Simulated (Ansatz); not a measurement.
Consider Li2S in the anti-fluorite structure (space group Fm-3m, No. 225; a = 5.655 Å). Axes: x, y, z lie along the cube axes.

Method: PBEsol/PAW in Ansatz (a quantum-chemistry and plane-wave program), no spin-orbit coupling.

Base values:

```
Quantity                          Value
-----------------------------  --------
Pressure                       0.00 GPa
Shortest interatomic distance   2.449 Å
Band gap                        3.20 eV
```

The change: tensile biaxial strain of 2.50 % in the plane normal to [111], as in epitaxy on a mismatched substrate; the out-of-plane cell vector and the atoms relax.

### Question
How does this affect the pressure?

### Answer
The pressure (mean of the normal stresses, compression positive) goes from zero to -1.47 GPa.

### Question
Estimate the effect on the shortest interatomic distance.

### Answer
The shortest interatomic distance drops by 0.0124 Å to 2.436 Å.

### Question
What does the calculation give for the out-of-plane strain after the change?

### Answer
The out-of-plane strain amounts to -1.07 %.

### Question
What happens to the band gap?

### Answer
The band gap falls by 0.058 eV (3.20 eV → 3.15 eV).

Stability against distortions was not tested.
